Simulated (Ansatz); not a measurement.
# Effect of Y → Ti on hypothetical rock salt YSi

The reference is YSi in the rock salt structure (space group Fm-3m, No. 225; a = 5.835 Å; a hypothetical phase, not in the database extracts checked).

Perturbation: every Y is replaced by Ti; the structure is relaxed again.

Computed with r2SCAN, PAW, 500 eV (Ansatz, a first-principles code; no SOC), earlier PAW set. k-mesh 16×16×16 (Γ-centred); smearing 0.05 eV (Fermi–Dirac), for the changed cell.

The density falls by 0.086 g/cm³ (3.91 g/cm³ → 3.83 g/cm³) and the space group stays Fm-3m (No. 225). The shortest interatomic distance falls by 0.372 Å to 2.545 Å and the band gap is still zero.

No phonon test of stability was made. As relaxed here, TiSi is a hypothetical phase, not in the database extracts checked. All final runs are without spin polarisation. An odd electron count without spin: YSi. YSi has a high density of states at the Fermi level and may be magnetic at this level.
